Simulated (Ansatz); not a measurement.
What tensor shear ε_xy = +2.00 % does to Si

Take Si in the diamond structure (space group Fd-3m, No. 227; a = 5.4443 Å) as the base. Axes: x, y, z lie along the cube axes.

One thing is altered: a pure shear with ε_xy = ε_yx = 0.0200, atoms relaxed at fixed cell.

Level of theory: Ansatz (a first-principles code), r2SCAN, PAW, cutoff 500 eV, no spin-orbit coupling. Γ-centred 10×10×10 mesh, Fermi–Dirac width 0.05 eV.

| quantity | base | changed | shift |
|---|---|---|---|
| volume per atom | 20.17 Å³ | 20.16 Å³ | -0.01 Å³ |
| space group | Fd-3m (No. 227) | Imma (No. 74) | – |
| shortest interatomic distance | 2.357 Å | 2.342 Å | -0.015 Å |
| energy relative to the base (free energy F) | 0 meV/atom | +8.2 meV/atom | +8.2 meV/atom |
| pressure (mean of the normal stresses, compression positive) | 0.00 GPa | 0.04 GPa | +0.04 GPa |
| band gap | 0.78 eV | 0.42 eV | -0.355 eV |
| gap character | – | indirect, Γ → X | – |
| valence-band top at Γ (three highest levels, from the VBM) | 0.00, 0.00, 0.00 eV | 0.00, -0.21, -0.37 eV | – |
| stress (xx, yy, zz, yz, xz, xy; compression positive) | – | (0.08, 0.08, -0.04, 0.00, 0.00, -3.26) GPa | – |

Final structure:

```
Si
1.0
    0.05444     2.72216     2.72216
    2.72216     0.05444     2.72216
    2.77660     2.77660     0.00000
Si
2
Cartesian
  0.00000   0.00000   0.01372
  1.38830   1.38830   1.34736
```

The cells carry an imposed strain or load. Stability against distortions was not tested. Labels are those of the standard path for the cell's own space group.
